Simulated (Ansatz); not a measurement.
Output of an Ansatz run (abridged):

```
WARN the atoms were moved onto the symmetric positions of the space group found under crystal.symmetry.tolerance 1.0e-5 (fractional …
WARN ansatz: RAYON_NUM_THREADS=1 ignored (pool sized by the plan → 1); use --threads N
Pseudopotentials: kind: paw
Pseudopotential: Al, paw, valence charge 3
Pseudopotential: Rh, paw, valence charge 17
Crystal: 10 atoms, lattice volume = 284.428 Å³
Basis set: ecut = 420.4159175005146 eV, 5527 PW (Γ)
Bands: 60, of which v1, the nominal top of the filled ones, is band 50 counted from 1 (49 counted from 0)
Symmetry: 8 space group operations
Space group: Pmmm (ITA 47), of the structure as read, at distance tolerance 6.6e-5 Å
k-points: 24 of 70
PAW frozen core: Al, regenerated for the run's functional, and the local potential with it
PAW frozen core: Rh, regenerated for the run's functional, and the local potential with it
Initial density: superposition of atomic densities (neutral atoms: chi_scale 0, normalization atom), corrected by the library's trained network
Initial wavefunctions: pseudopotential atomic-orbital guess
Eigensolver: davidson
Functional: x = slater, c = lda
SCF iter   1: F=—  HF=-33964.941129 eV  |F-HF|=—  |Δ(HF+E_count)|=         —  Δρ=7.23e-3  dr2=2.30e-1  ethr=1.77e-3  ⟨swp⟩=10.4  Hψ=7394  notcnv=0  defer=4
all-band conjugate gradients solve this SCF's bands
preconditioner: auto → LDOS
SCF iter   2: F=—  HF=-33964.945105 eV  |F-HF|=—  |Δ(HF+E_count)|=   3.98e-3  Δρ=7.32e-3  dr2=1.80e-1  ethr=2.30e-4  ⟨swp⟩=3.0  Hψ=3293  notcnv=0  defer=87
SCF iter   3: F=—  HF=-33964.913422 eV  |F-HF|=—  |Δ(HF+E_count)|=   3.17e-2  Δρ=6.39e-4  dr2=6.29e-3  ethr=1.80e-4  ⟨swp⟩=2.0  Hψ=2135  notcnv=0  defer=87
SCF iter   4: F=—  HF=-33964.913191 eV  |F-HF|=—  |Δ(HF+E_count)|=   2.31e-4  Δρ=2.07e-4  dr2=8.31e-4  ethr=6.29e-6  ⟨swp⟩=2.1  Hψ=1976  notcnv=0  defer=87
SCF iter   5: F=—  HF=-33964.913212 eV  |F-HF|=—  |Δ(HF+E_count)|=   2.10e-5  Δρ=9.23e-5  dr2=3.83e-5  ethr=8.31e-7  ⟨swp⟩=2.1  Hψ=1836  notcnv=0  defer=87
SCF iter   6: F=—  HF=-33964.913198 eV  |F-HF|=—  |Δ(HF+E_count)|=   1.41e-5  Δρ=4.70e-5  dr2=1.16e-5  ethr=3.83e-8  ⟨swp⟩=2.2  Hψ=2508  notcnv=0  defer=73
SCF iter   7: F=—  HF=-33964.913197 eV  |F-HF|=—  |Δ(HF+E_count)|=   1.20e-6  Δρ=1.90e-5  dr2=1.71e-6  ethr=1.16e-8  ⟨swp⟩=2.5  Hψ=2361  notcnv=0  defer=73
SCF iter   8: F=—  HF=-33964.913197 eV  |F-HF|=—  |Δ(HF+E_count)|=   8.37e-8  Δρ=8.63e-6  dr2=3.67e-7  ethr=1.71e-9  ⟨swp⟩=2.7  Hψ=2567  notcnv=0  defer=73
SCF iter   9: F=-33964.913197 eV  HF=-33964.913197 eV  |F-HF|=8.57e-9  |Δ(HF+E_count)|=   2.16e-7  Δρ=2.96e-6  dr2=3.74e-8  ethr=1.00e-10  ⟨swp⟩=15.8  Hψ=6838  notcnv=0
SCF 1 converged in 9 iterations: F = -33964.913197 eV  dr2 = 3.74e-8
SCF converged after 9 iterations
Free energy (F): -33964.913197 eV
Harris-Foulkes:  -33964.913197 eV  (|F-HF|=8.57e-9)
Internal energy: -33964.885829 eV  (E = F + TS)
E sigma→0 (E₀):  -33964.899513 eV
Entropy (-TS):   -0.027368 eV (-2.737 meV/atom)
Fermi energy:    4.925962 eV
--- Per-component energies (eV) ---
  E_band       = -1875.142029
  E_kinetic    = 3001.985786
  E_local      = -87554.168656  (includes V_loc(G=0)·N_el)
  E_nonlocal   = 1861.214481
  E_hartree    = 41879.330415
  E_xc         = -1303.736821
  E_vxc        = -1542.571566  (∫ρ·V_xc dr)
  E_paw        = -19541.633308  (= ΣΔE_a)
  E_vpaw       = -1400.266747  (= ΣTr[D̂ρ^β])
  E_aug_tail   = 0.003859  (compensation charges beyond the density's cutoff)
  E_ewald      = 27688.727421
  E_core_change = 3.390994  (= ΣΔE_core)
  E_smearing   = -0.027368  (= −TS)
  E_closure    = 0.000000  (closes the sum)
  Σ components = -33964.913197   (vs F -33964.913197, Δ=0.00e0)
--- Forces (eV/Å), atoms counted from 1 ---
  atom   1  Al     0.00000000     0.00000000    -0.34100107
  atom   2  Rh    -0.00000000    -0.00000000     1.35477433
  atom   3  Al     0.00000000    -0.00000000    -0.64180868
  atom   4  Rh    -0.00000000     0.00000000     0.41173199
  atom   5  Al     0.00000000    -0.00000000     0.00000000
  atom   6  Rh    -0.00000000     0.00000000     0.00000000
  atom   7  Al    -0.00000000     0.00000000     0.64180868
  atom   8  Rh     0.00000000    -0.00000000    -0.41173199
  atom   9  Al    -0.00000000    -0.00000000     0.34100107
  atom  10  Rh     0.00000000     0.00000000    -1.35477433
  max |Σ_I F_I| component: 5.10e-28 eV/Å
--- Stress (GPa, compression-positive) ---
       -7.540080       0.000000       0.000000
        0.000000      -6.699519       0.000000
        0.000000       0.000000      -4.286111
  P = ⅓ Tr σ = -6.1752 GPa (-61.752 kbar)
  The stress holds the Pulay correction. Without it, at fixed plane waves, as pw.x and ABINIT print it: P = -6.2068 GPa
--- Band table (eV; the first three rows and the last of 24) ---
  k-point 0: bands = ["-73.5452", "-73.4142", "-73.4139", "-72.8239", "-72.8239", "-41.5636", "-41.5614", "-41.4794", "-41.4225", "-41.4072", "-41.4065", "-41.3940", "-41.3700", "-41.3693", "-40.8514", "-40.8514", "-40.8068", "-40.8068", "-40.7178", [...]
  k-point 1: bands = ["-73.5451", "-73.4142", "-73.4139", "-72.8239", "-72.8239", "-41.5655", "-41.5622", "-41.4793", "-41.4206", "-41.4138", "-41.3997", "-41.3953", "-41.3700", "-41.3694", "-40.8517", "-40.8517", "-40.8068", "-40.8068", "-40.7176", [...]
  k-point 2: bands = ["-73.5449", "-73.4141", "-73.4140", "-72.8239", "-72.8239", "-41.5697", "-41.5642", "-41.4791", "-41.4191", "-41.4159", "-41.3986", "-41.3941", "-41.3700", "-41.3697", "-40.8525", "-40.8524", "-40.8069", "-40.8069", "-40.7173", [...]
  k-point 23: bands = ["-73.5353", "-73.4046", "-73.4046", "-72.8146", "-72.8146", "-41.6157", "-41.5576", "-41.5511", "-41.5073", "-41.5071", "-41.4084", "-41.3965", "-41.3894", "-41.3776", "-40.9400", "-40.9400", "-40.8392", "-40.8392", [...]
```

The structure:

```xyz
10
Lattice="2.9922 0.0000 0.0000 0.0000 4.2316 0.0000 0.0000 0.0000 22.4633" Properties=species:S:1:pos:R:3 pbc="T T T"
Al     0.0000     3.1737     7.0000
Rh     1.4961     1.0579     7.0000
Al     0.0000     1.0579     9.1159
Rh     1.4961     3.1737     9.1159
Al     0.0000     3.1737    11.2317
Rh     1.4961     1.0579    11.2317
Al     0.0000     1.0579    13.3475
Rh     1.4961     3.1737    13.3475
Al     0.0000     3.1737    15.4633
Rh     1.4961     1.0579    15.4633
```

Problem. Write an input that gives this output.

Solution. Other spellings and defaults could give the same log, and not every line can be read from it. The input that was run (DFT, LDA (PW92), plane waves, default PAW files made with PBE):

Ansatz 0.2 input:
```yaml
# AlRh
crystal:
  lattice:
    - [2.992207, 0.000000, 0.000000]
    - [0.000000, 4.231620, 0.000000]
    - [0.000000, 0.000000, 22.463318]
  atoms:
    - { symbol: Al, position: [0.000000, 0.750000, 0.311619] }
    - { symbol: Rh, position: [0.500000, 0.250000, 0.311619] }
    - { symbol: Al, position: [0.000000, 0.250000, 0.405813] }
    - { symbol: Rh, position: [0.500000, 0.750000, 0.405813] }
    - { symbol: Al, position: [0.000000, 0.750000, 0.500002] }
    - { symbol: Rh, position: [0.500000, 0.250000, 0.500002] }
    - { symbol: Al, position: [0.000000, 0.250000, 0.594191] }
    - { symbol: Rh, position: [0.500000, 0.750000, 0.594191] }
    - { symbol: Al, position: [0.000000, 0.750000, 0.688381] }
    - { symbol: Rh, position: [0.500000, 0.250000, 0.688381] }
basis:
  ecutwfc: 30.9 Ry
kpoints:
  mp_grid: { grid: [10, 7, 1] }
hamiltonian:
  xc: lda
  pseudopotentials: { kind: paw }
scf:
  occupations: { method: gaussian, width: 0.0073 Ry }
output:
  forces: true
  eigenvalues: true
  stress: true
```

The starting cell comes from a database of computed structures (which also holds hypothetical and non-ambient phases and stackings), without a prior relaxation at this level. The slab is cut from that crystal, and its faces are unrelaxed. Its lattice was rescaled by up to half a per cent. Spin polarisation is off. Forces in this geometry exceed 1 eV/Å.

Ansatz is a quantum-chemistry and plane-wave program.
